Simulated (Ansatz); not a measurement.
**Short convergence ladders for Mg3Au (P3m1, 8 atoms in the cell)**

```
Mg3Au
1.0
    4.64986     0.00000     0.00000
   -2.32493     4.02690     0.00000
    0.00000     0.00000     8.45142
Mg Au
6 2
Cartesian
  0.00000   0.00000   2.16285
  0.00000   0.00000   6.33856
  0.00000   2.68460   7.79753
  2.32493   1.34230   0.65389
  2.32493   1.34230   3.57182
  0.00000   2.68460   4.87960
  0.00000   2.68460   2.11285
  2.32493   1.34230   6.33856
```

Base method: LDA (PW92), PAW files made with PBE (plane waves; Ansatz, a first-principles code).

Base settings: basis.ecutwfc = 30.9 Ry; kpoints.mp_grid.grid = 5 5 2; hamiltonian.xc = lda; hamiltonian.pseudopotentials = {kind: paw} (the program's default PAW files); scf.occupations.method = gaussian; scf.occupations.width = 0.0073 Ry.

The count of work is k-points × plane waves × bands × iterations; it is no time. 

**The cutoff for other potential files**

Level: DFT, LDA (PW92), plane waves, harder PAW files (source: ansatz) made with PBE.

In this ladder: hamiltonian.pseudopotentials = {kind: paw, source: ansatz}.

The second cell is the first with its lattice scaled by 0.98.

The mesh stays at the base's, so the ladder's end is converged at best in this setting alone.

The first pressure column holds Ansatz's estimate of the finite-basis (Pulay) stress, which hides part of the cutoff error; the other is without it.

Only quantities that move along the ladder and can be compared are tabulated.

| basis.ecutwfc | free energy less the last step's (meV/atom) | energy of the compressed cell less the first (meV/atom) | pressure (GPa) | pressure without the Pulay estimate (GPa) | largest difference of a force vector from the last step's (eV/Å) | count of work / last |
|---|---|---|---|---|---|---|
| 20.6 Ry | 10035.02 | -13.13 | -5.20 | -401.87 | 0.185 | 0.11 |
| 25 Ry | 2067.87 | -0.71 | -2.39 | -103.37 | 0.067 | 0.14 |
| 32 Ry | 147.10 | 0.10 | -2.05 | -12.27 | 0.005 | 0.21 |
| 38.6 Ry | 8.05 | -0.49 | -2.04 | -2.84 | 0.000 | 0.27 |
| 45.6 Ry | 0.72 | -0.47 | -2.04 | -2.05 | 0.000 | 0.36 |
| 54.8 Ry | 0.39 | -0.47 | -2.04 | -2.05 | 0.000 | 0.47 |
| 68.4 Ry | 0.16 | -0.47 | -2.04 | -2.04 | 0.000 | 0.65 |
| 91.1 Ry | 0.00 | -0.48 | -2.04 | -2.04 | 0.000 | 1.0 |

Coarsest basis.ecutwfc that holds the pressure within 1 GPa of the last step, with all finer ones: 25 Ry, at 0.14 of the last step's count of work; the step before is off by 3.2 GPa.

Coarsest basis.ecutwfc that holds the energy of the compressed cell less the first within 0.5 meV/atom of the last step, with all finer ones: 38.6 Ry, at 0.27 of the last step's count of work; the step before is off by 0.57 meV/atom.

Coarsest basis.ecutwfc that holds the pressure without the Pulay estimate within 0.2 GPa of the last step, with all finer ones: 45.6 Ry, at 0.36 of the last step's count of work; the step before is off by 0.81 GPa.

The energy difference between the two cells stays within 1 meV/atom of the last step's from 25 Ry on, the total only from 45.6 Ry on: much of the error is common to both cells and cancels.

At the lowest cutoff the pressure without the Pulay estimate lies 400 GPa under the last step's, the usual sign of Pulay stress in an incomplete plane-wave basis.

**The relaxed cell against the cutoff**

On Mg₃Au (P6_3/mmc, 8 atoms in the cell): atoms on their sites.

In this ladder: relax = cell and atoms.

The mesh stays at the base's, so the ladder's end is converged at best in this setting alone.

Only quantities that move along the ladder and can be compared are tabulated.

| basis.ecutwfc | relaxed volume (Å³/atom) | relaxation steps |
|---|---|---|
| 15.4 Ry | 19.075 | 104 |
| 18.4 Ry | 19.167 | 21 |
| 21.7 Ry | 19.150 | 12 |
| 26.1 Ry | 19.148 | 8 |
| 30.9 Ry | 19.144 | 5 |
| 37.1 Ry | 19.143 | 5 |
| 46.3 Ry | 19.143 | 5 |
| 61.7 Ry | 19.143 | 5 |

Coarsest basis.ecutwfc that holds the relaxed volume within 0.019 Å³/atom of the last step, with all finer ones: 21.7 Ry; the step before is off by 0.024 Å³/atom.

At the lowest cutoff the cell relaxes to a volume 0.4 % smaller than at the highest. Ansatz relaxes on a stress corrected for the finite basis.

On the base run: the starting cell comes from a database of computed structures (which also holds hypothetical and non-ambient phases and stackings), without a prior relaxation at this level. Its lattice was rescaled by up to half a per cent. One atom was moved a little off its site on purpose. Without a gap this mesh is coarse (it stands for a supercell whose shortest vector is 17 Å).

Keys are those of Ansatz 0.2.
